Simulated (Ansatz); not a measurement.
Response to strain in AlN

The parent structure is AlN in the wurtzite structure (space group P6_3mc, No. 186; a = 3.1067 Å, c = 4.9785 Å). Axes: x lies along a and z along c of the hexagonal cell.

Strains are applied to the cell and any free atomic positions relax; under biaxial strain the out-of-plane vector relaxes too; under stress the whole cell relaxes.

Levels (all Ansatz, a first-principles code, PAW): r2SCAN (500 eV, no spin-orbit coupling); HSE06 (420 eV, without spin-orbit coupling).

Band gaps by level, all at the geometries relaxed with r2SCAN:

```tsv
case	r2SCAN	HSE06
base	4.88 eV	5.60 eV
biaxial strain +2.36 %, plane normal [001], relaxed out of plane	4.38 eV	[?]
isotropic strain +2.31 %	4.27 eV	[?]
uniaxial strain ε_yy = +1.36 %	4.72 eV	5.44 eV
uniaxial strain ε_zz = −3.17 %	4.97 eV	5.71 eV
uniaxial stress, 2 GPa tension along z	4.88 eV	5.60 eV
```

Question: Complete the table.

Answer: 
- biaxial strain +2.36 %, plane normal [001], relaxed out of plane, HSE06: 5.09 eV
- isotropic strain +2.31 %, HSE06: 4.96 eV

Single points use the geometry relaxed with r2SCAN. Stability under load was not tested beyond the relaxation.
